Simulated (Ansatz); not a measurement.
Structure of amorphous hafnium silicate (Hf9Si21O60) (periodic cell):

```
CELL_PARAMETERS angstrom
     10.66943     0.00000     0.00000
      0.00000    10.66943     0.00000
      0.00000     0.00000    10.66943
ATOMIC_POSITIONS crystal
  Hf 0.10193 0.22703 0.48075
  Hf 0.83374 0.15982 0.59974
  Hf 0.82651 0.47338 0.57225
  Hf 0.47002 0.61780 0.10600
  Hf 0.53224 0.36995 0.55185
  Hf 0.95038 0.88625 0.55115
  Hf 0.57690 0.58274 0.80702
  Hf 0.52151 0.67221 0.47566
  Hf 0.08178 0.71479 0.09629
  Si 0.22247 0.73893 0.55933
  Si 0.75569 0.29956 0.12545
  Si 0.73023 0.56012 0.26980
  Si 0.29796 0.09313 0.34179
  Si 0.69076 0.16525 0.89426
  Si 0.39675 0.09896 0.62249
  Si 0.04443 0.46343 0.82419
  Si 0.77906 0.92915 0.83233
  Si 0.67755 0.95375 0.38915
  Si 0.18135 0.02475 0.98982
  Si 0.34268 0.44471 0.84486
  Si 0.38978 0.17198 0.88702
  Si 0.03347 0.26631 0.04820
  Si 0.88122 0.67600 0.79248
  Si 0.54836 0.19212 0.29873
  Si 0.24884 0.81061 0.84735
  Si 0.28824 0.85013 0.20472
  Si 0.24502 0.47366 0.47975
  Si 0.19003 0.44975 0.19236
  Si 0.49708 0.86380 0.74492
  Si 0.84907 0.81765 0.24395
  O  0.19389 0.73808 0.24372
  O  0.90654 0.81533 0.38604
  O  0.62721 0.54250 0.57348
  O  0.30327 0.11028 0.49937
  O  0.07338 0.53899 0.14868
  O  0.00887 0.35298 0.92382
  O  0.39883 0.17706 0.26127
  O  0.31857 0.09065 0.99268
  O  0.35678 0.75089 0.48838
  O  0.01476 0.08643 0.57022
  O  0.15523 0.14239 0.32281
  O  0.16892 0.59809 0.52472
  O  0.95144 0.84193 0.13551
  O  0.61135 0.63311 0.98084
  O  0.32327 0.13810 0.75160
  O  0.97358 0.44358 0.69247
  O  0.44525 0.95503 0.63542
  O  0.93197 0.30266 0.49540
  O  0.57103 0.06169 0.37629
  O  0.41502 0.78772 0.14484
  O  0.75581 0.19583 0.76294
  O  0.32940 0.50351 0.15978
  O  0.76661 0.57436 0.76514
  O  0.71852 0.32494 0.57660
  O  0.51616 0.71994 0.69041
  O  0.83965 0.79571 0.87969
  O  0.40536 0.56115 0.92105
  O  0.63462 0.90228 0.78989
  O  0.35980 0.31646 0.92341
  O  0.78399 0.01949 0.48175
  O  0.19325 0.92565 0.10636
  O  0.16197 0.93872 0.86303
  O  0.91967 0.72395 0.65193
  O  0.53874 0.14223 0.88734
  O  0.06635 0.12308 0.00226
  O  0.72960 0.44155 0.17324
  O  0.73591 0.92235 0.25065
  O  0.39703 0.50086 0.47757
  O  0.21887 0.34939 0.56541
  O  0.20719 0.71830 0.95930
  O  0.80685 0.53123 0.39715
  O  0.66049 0.20049 0.19449
  O  0.79496 0.67941 0.20250
  O  0.39756 0.85397 0.86050
  O  0.12866 0.85195 0.52588
  O  0.55422 0.32097 0.37615
  O  0.71293 0.29081 0.97913
  O  0.32552 0.94731 0.31383
  O  0.57742 0.60153 0.28752
  O  0.45466 0.44070 0.73372
  O  0.15561 0.31612 0.12469
  O  0.90489 0.26345 0.13439
  O  0.18362 0.42282 0.34593
  O  0.62410 0.82524 0.45183
  O  0.85884 0.97510 0.71003
  O  0.51016 0.19528 0.60892
  O  0.76245 0.03577 0.94255
  O  0.99054 0.60293 0.87641
  O  0.23594 0.74219 0.71300
  O  0.19761 0.46916 0.80916
```

Methods: PBE, scalar-relativistic without spin-orbit coupling (Ansatz, a quantum-chemistry and plane-wave program); r2SCAN, scalar-relativistic without spin-orbit coupling (Ansatz). Neutral PBE cell, which sets geometry, pressure and energy: sampling: a 2×2×2 Γ-centred mesh; Fermi-Dirac width 0.02 eV; no spin polarisation.

It comes from a melt-quench run on a machine-learned potential (CHGNet), relaxed afterwards by DFT. O atoms were pushed apart under 1.9 Å during the dynamics, to hinder bonds among them. The hot cell started wider than the set density and was brought back towards it in steps. It is the lowest in DFT energy of 4 quenches. It is a model cell: composition and starting density were chosen by hand, and all elements were melted together. No dispersion term was used. Its density started from a set value of 4.32 and ended at 4.31 g/cm³. The quench (nominally 300 K/ps over its main leg) was far faster than any real one, so the model tends to hold more defects than a real film. Values belong to this one cell and scatter from quench to quench. The volume was held where the preparation left it.

Q: Give the pressure, the energy against reference phases and the spacing of the highest filled and lowest empty levels.

A: 
The pressure on a 2×2×2 Γ-centred mesh is 1.25 GPa and the largest force and stress component on that mesh (the relaxation ran on the zone centre alone) is 0.02 eV/Å and 2.3 GPa. The energy relative to HfSiO4 (I4_1/amd) + alpha cristobalite (lowest mix at this level among the phases computed, not always the ambient ones) is 0.155 eV/atom and the level gap on a 2×2×2 Γ-centred mesh (PBE) comes out as 4.21 eV. The level gap at the zone centre (PBE) is 4.22 eV and the level gap at the zone centre (r2SCAN) comes out as 4.69 eV. The distance between the nearest levels spread over more than a fifth of the atoms or a third of the atoms of their main element (six at least) (PBE, zone centre) is 4.49 eV.

Q: At PBE and the zone centre, how localised are the states just below and above the Fermi level (participation number: the atoms over which a state spreads)?

A: The highest filled state is spread over 4.9 atoms' worth, largest on O51, with weights by element (charge in smoothed Voronoi cells) O 0.95, Si 0.03, Hf 0.02. The lowest empty state is spread over 7.0 atoms' worth, largest on Hf7, with weights by element (charge in smoothed Voronoi cells) Hf 0.48, O 0.47, Si 0.05.

At PBE the levels at the filled edge of the gap are localised (band-tail or defect states), and the nearest spread-out levels lie 4.5 eV apart at the zone centre.

Cut-offs for bonds: Hf-Hf 3.34 Å, Hf-Si 2.89 Å, Hf-O 2.78 Å, Si-Si 2.60 Å, Si-O 1.90 Å, O-O 1.58 Å. Two cations that share two anions don't count as bonded, nor two that share one unless they lie closer than Hf-Hf 3.25 Å, Hf-Si 2.81 Å, Si-Si 2.38 Å.
